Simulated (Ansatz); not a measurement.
The parent structure is Mg2Sn (space group Fm-3m, No. 225; a = 6.7471 Å; relaxed with 0.1 eV smearing). Axes: x, y, z lie along the cube axes.

All numbers come from PBEsol/PAW in Ansatz (a first-principles code), no SOC.

Now apply this change: the cell is stretched by 1.50 % along z with no lateral relaxation; the atoms relax in the strained cell.

Problem. What happens to the energy relative to the base and stress?

Solution. The energy increases by 1.3 meV/atom; the stress (xx, yy, zz, yz, xz, xy; compression positive) amounts to (-0.4, -0.4, -1.1, 0.0, 0.0, 0.0) GPa.

Whether these cells are dynamically stable was not tested.
